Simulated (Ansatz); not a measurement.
The starting structures come from a database of crystals and need not be the phases stable at ambient conditions.

 Where the default PAW files enter, the runs use the earlier of Ansatz's two default sets.

Input:

```xyz
16
Lattice="3.8826 0.0000 0.0000 0.0000 7.7185 0.0000 0.0000 0.0000 7.7185" Properties=species:S:1:pos:R:3 pbc="T T T"
W      3.7641     1.8499     5.7092
W      0.1185     2.0094     1.8499
W      3.7641     5.8686     2.0094
W      0.1185     5.7092     5.8686
O      1.9144     1.9106     5.7698
O      1.9682     1.9487     1.9106
O      1.9144     5.8080     1.9487
O      1.9682     5.7698     5.8080
O      3.8796     5.7922     3.8827
O      0.0030     3.8358     5.7922
O      3.8796     1.9264     3.8358
O      0.0030     3.8827     1.9264
O      0.0030     5.7857     0.0235
O      3.8796     0.0235     1.9329
O      0.0030     1.9329     7.6951
O      3.8796     7.6951     5.7857
```

Space group of this cell: P-42_1m. The cell is taken as given; by PBEsol its mean pressure is -10.8 GPa.

The current runs along the normal of the first two printed vectors, the (100) plane. All runs by Ansatz (a program for electronic structure), plane waves and PAW, without spin-orbit coupling; the base is PBEsol.

| run | mean pressure (GPa) | gap (eV) | mid-gap κ (1/Å) |
|---|---|---|---|
| base | -10.8 | 0.75 | 0.123 |
| all lengths scaled by 0.98 | 2.8 | … | … |
| all lengths scaled by 1.02 | -20.8 | … | … |
| lda in place of pbesol | -15.0 | 0.71 | 0.119 |
| lengths across the current scaled by 0.98, ions clamped | -1.9 | … | … |
| lengths across the current scaled by 1.02, ions clamped | -17.6 | 0.68 | 0.119 |
| lengths along the current scaled by 0.97, ions clamped | -3.9 | 0.75 | 0.124 |
| lengths along the current scaled by 1.03, ions clamped | -15.8 | 0.67 | 0.116 |

Q: Fill in the missing entries.

A: 
- all lengths scaled by 0.98, gap (eV): 0.84
- all lengths scaled by 0.98, mid-gap κ (1/Å): 0.129
- all lengths scaled by 1.02, gap (eV): 0.66
- all lengths scaled by 1.02, mid-gap κ (1/Å): 0.117
- lengths across the current scaled by 0.98, ions clamped, gap (eV): 0.79
- lengths across the current scaled by 0.98, ions clamped, mid-gap κ (1/Å): 0.125
